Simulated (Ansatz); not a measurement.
The reference is HfO$_{2}$ in the fluorite structure (space group Fm-3m, No. 225; a = 5.098 Å).

(Cell as relaxed with PBE.)

Levels (all Ansatz, an electronic-structure program, PAW, earlier PAW set): PBE (420 eV, no spin-orbit coupling); r2SCAN (500 eV, without spin-orbit coupling).

Each level relaxes its own structure.

| base | PBE | r2SCAN |
|---|---|---|
| volume per atom | 11.04 Å³ | 10.79 Å³ |
| lattice parameter a | 5.098 Å | 5.059 Å |
| band gap | 3.75 eV | 4.30 eV |

One thing is altered: every lattice vector is shortened by 0.69 %, atoms relaxed at fixed cell.

```json
[
 {"quantity": "band gap", "PBE": "3.80 eV", "r2SCAN": "4.36 eV"},
 {"quantity": "pressure", "PBE": "5.34 GPa", "r2SCAN": "5.88 GPa"},
 {"quantity": "shift of the gap caused by the change", "PBE": "+0.05 eV", "r2SCAN": "+0.06 eV"},
 {"quantity": "gap character", "PBE": "direct at X", "r2SCAN": "direct at X"},
 {"quantity": "electron mass", "PBE": "1.2 mₑ along k, 0.73 mₑ across (at X)", "r2SCAN": "1.1 mₑ along k, 0.75 mₑ across (at X)"}
]
```

PBE's band gap lies 0.56 eV below r2SCAN's; PBE's pressure lies 0.54 GPa below r2SCAN's; the two agree on the gap character. Neither level is exact; r2SCAN is the comparison here, not a measurement.

Spin-orbit coupling, missing from the scalar runs, can matter with Hf. The cells carry an imposed strain or load. Masses are band curvatures over ±0.01 Å⁻¹ around the edge. Along k means along the line from Γ to the band edge. No phonon test of stability was made. This is not the structure that HfO2 has at room temperature and ambient pressure.
